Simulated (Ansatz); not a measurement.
Registries of HfO2-1T on HfO2-1T; energies are over the lowest registry tried, which need not be among these:

A. antiparallel, shifted by (1/3,2/3); facing atoms over hollows or bridges
B. parallel, shifted by (2/3,1/3); facing O atop O
C. parallel, shifted by (1/3,2/3); facing atoms over hollows or bridges
D. antiparallel, no shift; facing O atop O

Method: PBE+D3(BJ) (plane waves to 420 eV, PAW; Ansatz, an electronic-structure program). Scalar-relativistic, without spin–orbit coupling; PBE gaps are too small against experiment. A dipole correction is on.

Order them by energy over the lowest registry, lowest first.

C (0.0 meV/Å²), A (4.9 meV/Å²), B (13.3 meV/Å²), D (13.6 meV/Å²)
